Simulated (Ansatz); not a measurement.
Results of PBE in Ansatz (plane waves, PAW) for ZrSi2 (Cmcm, No. 63).

Settings: plane-wave cutoff 520 eV, 16×16×16 k mesh, Fermi–Dirac smearing 0.054 eV (set by the program), scalar-relativistic PAW data made under PBE.

Computed at the level's own relaxed cell.

Hill averages of the elastic tensor: K = 125.5 GPa, G = 95.1 GPa. Volume 16.793 Å³/atom, mean atomic mass 49.132 u.

Task: Work out the density, the sound velocities of a polycrystal and the elastic Debye temperature at this level.

Result: ρ = 1.66054 × 49.132/16.793 = 4.858 g/cm³. v_l = √[(K + 4G/3)/ρ] = 7.207 km/s and v_t = √(G/ρ) = 4.424 km/s. The mean follows from 3/v_m³ = 1/v_l³ + 2/v_t³: v_m = 4.883 km/s. Θ_D = (ħ/k_B) v_m (6π²/V)^(1/3) = 76.38 K Å s/km × 4.883 × 1.5221 Å⁻¹ = 568 K, counting all atoms of the cell.

Note: the relaxation could not lower the start's symmetry, so the cell can be a saddle point above a distorted one.

Ansatz is a program for electronic structure.
